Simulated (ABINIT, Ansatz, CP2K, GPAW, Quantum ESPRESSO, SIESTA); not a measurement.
# Code comparison for TiGa5Co (P4/mmm, 7 atoms in the cell)

Self-consistent single point.

```
CELL_PARAMETERS angstrom
      4.02856     0.00000     0.00000
      0.00000     4.02856     0.00000
      0.00000     0.00000     6.44181
ATOMIC_POSITIONS crystal
  Ti 0.00000 0.00000 0.00000
  Ga 0.00000 0.50000 0.29802
  Ga 0.00000 0.50000 0.70198
  Ga 0.50000 0.00000 0.29802
  Ga 0.50000 0.00000 0.70198
  Ga 0.50000 0.50000 0.00000
  Co 0.00000 0.00000 0.50000
```

Shared settings, as Ansatz (an electronic-structure program) writes them: kpoints.mp_grid.grid = 5 5 3; scf.occupations.method = gaussian; scf.occupations.width = 0.1 eV. Potentials and cutoffs stand in the table.

```json
[
 {"code": "SIESTA", "model": "GGA PBEsol, numerical atomic orbitals DZP, PseudoDojo PBEsol standard norm-conserving potentials (rewritten from UPF to PSML)", "pressure (GPa)": "-1.63", "largest force (eV/Å)": "0.343", "cutoff": "grid 300 Ry"},
 {"code": "CP2K", "model": "PBEsol, GPW, DZVP-MOLOPT-SR-GTH basis, GTH-PBE potentials (GTH_POTENTIALS)", "pressure (GPa)": "-0.54", "largest force (eV/Å)": "0.266", "cutoff": "grid 600 Ry"},
 {"code": "Quantum ESPRESSO", "model": "PBEsol, SSSP 1.1.2 efficiency (PBE) pseudopotentials", "pressure (GPa)": "-1.57", "largest force (eV/Å)": "0.176", "cutoff": "70 Ry"},
 {"code": "ABINIT", "model": "PBEsol, PAW (JTH v2.0 PBE PAW, files made for PBE)", "pressure (GPa)": "-1.14", "largest force (eV/Å)": "0.192", "cutoff": "30 Ha"},
 {"code": "GPAW", "model": "PBEsol, GPAW PAW datasets PBEsol (made by gpaw-setup)", "pressure (GPa)": "-0.18", "largest force (eV/Å)": "0.211", "cutoff": "850 eV"},
 {"code": "Ansatz", "model": "PBEsol, PAW files made with PBE", "pressure (GPa)": "-1.40", "largest force (eV/Å)": "0.178", "cutoff": "default"}
]
```

On Ansatz's run: spin polarisation is off.

The spread over the programs that give each value: pressure within 1.45 GPa; largest force within 0.167 eV/Å.

SIESTA and CP2K use small atom-centred bases, whose incompleteness enters pressures, forces and empty levels differently from a plane-wave cutoff. Ansatz's pressure is given at a fixed set of plane waves, as the other plane-wave codes print theirs; with its correction for the finite basis it is -1.34 GPa. In the pressure, GPAW (by 1.10) lies more than 1 GPa from the median of the plane-wave programs. In the force vectors, SIESTA (by 0.158) and CP2K (by 0.082) lie more than 0.08 eV/Å from the median of the plane-wave programs.

The starting cell comes from a database of computed structures (which also holds hypothetical and non-ambient phases and stackings), without a prior relaxation at this level.

Left out of this page: Elk (not drawn, or without a comparable value); FLEUR (with a known weakness of the program).

Keys are those of Ansatz 0.2.
